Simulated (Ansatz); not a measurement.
## Defect calculation: Ag on the Li site (Ag_Li) in rock-salt LiF

Method: PBE, PAW (plane waves to 420 eV; Ansatz, a first-principles code). A 2×2×2 supercell of 64 sites was used; the energies come from a 2×2×2 shifted sampling of its zone. Site at the start: the Li site. Charged cells carry a point-charge image correction with potential alignment at far atoms. Dielectric constants: PBE linear response of the host. Host gap at this level: 8.83 eV. Finite-size and sampling errors can reach tenths of an eV here. Levels are measured in PBE's own, too narrow, gap. Spin–orbit coupling is left out. Each state is the lowest found from its start.

Formation energies E_f are given with the Fermi level at the valence-band maximum. Chemical conditions: F-rich (Δμ(Li) = -5.89 eV, Δμ(Ag) = -3.40 eV, bounded by AgF2 (Pbca); only phases computed here count, gases as isolated molecules at 0 K). Reference phases: Ag: fcc Ag, Li: bcc Li.

```tsv
charge	moment (μB)	point group	largest move off a lattice site (Å)	image correction with alignment (eV)	E_f, F-rich (eV)
+1†	1.0	–	0.20	0.81	–
0	not spin-polarised	Oh	0.24	0.00	3.17
−1†	1.0	–	0.49	-0.37	–
```

† Not settled in this cell, so no level is given: charge +1: a large or scattered potential alignment; charge −1: a large or scattered potential alignment.

Point groups are those of the whole cell at tolerances of 0.03 and 0.1 Å ("near" where only the looser one holds); none is given for unsettled states.

Flagged in the runs: a doubtful potential alignment.

All states together cost very roughly 30 core-minutes.
